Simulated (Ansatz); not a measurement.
# PBE against r2SCAN: Ti3Al, biaxial strain +0.48 %, plane normal [001], relaxed out of plane

Start from Ti3Al (space group P6_3/mmc, No. 194; a = 5.755 Å, c = 4.655 Å). Axes: x lies along a and z along c of the hexagonal cell.

(Cell as relaxed with PBE.)

Levels (all Ansatz, an electronic-structure program, PAW, earlier PAW set): PBE (420 eV, no spin-orbit coupling); r2SCAN (500 eV, no spin-orbit coupling).

Each level relaxes its own structure.

```
base                      PBE    r2SCAN
-------------------  --------  --------
volume per atom      16.69 Å³  16.56 Å³
lattice parameter a   5.755 Å   5.747 Å
band gap                 zero      zero
```

It is then changed as follows: biaxial strain +0.48 %, plane normal [001], relaxed out of plane (Cartesian); in-plane vectors clamped, the third vector and the atoms free.

| quantity | PBE | r2SCAN |
|---|---|---|
| energy relative to the base (free energy F) | +0.6 meV/atom | [?] |
| shortest interatomic distance | 2.838 Å | [?] |

Question: What does r2SCAN give?

Answer: 
- energy relative to the base (free energy F), r2SCAN: +0.6 meV/atom
- shortest interatomic distance, r2SCAN: 2.827 Å

PBE's shortest interatomic distance lies 0.011 Å above r2SCAN's (0.4 %); the two agree on the energy relative to the base. Neither level is exact; r2SCAN is the comparison here, not a measurement.

No phonon test of stability was made. All final runs are without spin polarisation.
